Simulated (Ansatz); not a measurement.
Where the default PAW files enter, the runs use the earlier of Ansatz's two default sets.

Crystal: RbCl (Fm-3m, rock salt, 2 atoms a cell, 36.2 Å³ an atom); planes in its conventional cell.

Computed with PBEsol (plane waves, PAW; Ansatz, a program for electronic structure).

The gap is the functional's own. No spin-orbit coupling. Mid-gap values are interpolated on the energy grid.

```json
[
 {"plane": "(001)", "area of the cell (Å²)": "21.9", "mid-gap κ (1/Å)": "0.35", "largest κ in the gap (1/Å)": "0.35"},
 {"plane": "(110)", "area of the cell (Å²)": "31.0", "mid-gap κ (1/Å)": "?", "largest κ in the gap (1/Å)": "?"},
 {"plane": "(111)", "area of the cell (Å²)": "19.0", "mid-gap κ (1/Å)": "?", "largest κ in the gap (1/Å)": "?"}
]
```

Task: The slowest decay depends on the direction. Supply the withheld values.

Result: 
- (110), mid-gap κ (1/Å): 0.39
- (110), largest κ in the gap (1/Å): 0.40
- (111), mid-gap κ (1/Å): 0.41
- (111), largest κ in the gap (1/Å): 0.42
